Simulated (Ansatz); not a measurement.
Structures of equal composition on the (001) surface of zinc-blende CdTe: (2x1) Te dimers; relaxed from the ideal Te plane. The slabs share one bottom face, and each structure is named by its start. These are constructed structures in small cells; real faces may alloy, dewet or reconstruct in larger ones, and not all known structures of the face are among them. Slabs of about 15 Å with all that they carry, Fermi-Dirac smearing of 0.025 eV. Bottom of the slabs: anion dimers. Relaxed from the named starts with such symmetry as they have, on meshes of like density; energies extrapolated to zero smearing; no spin-orbit coupling, no U. Spin-polarised runs, if any, are marked in brackets, and their order is one that fits the cell; the others ran without spin.

Host crystal: zinc-blende CdTe, with a band gap (PBE, scalar-relativistic without spin-orbit coupling).

Calculation: PBE (plane waves to 420 eV, PAW; Ansatz, a first-principles code).

### Question
Rank these by energy per 1x1 cell (lowest first), as PBE gives it.

### Answer
(2x1) Te dimers (0.000 eV, gap 0.99 eV on the mesh), relaxed from the ideal Te plane (0.731 eV, no gap over 0.04 eV on the mesh)
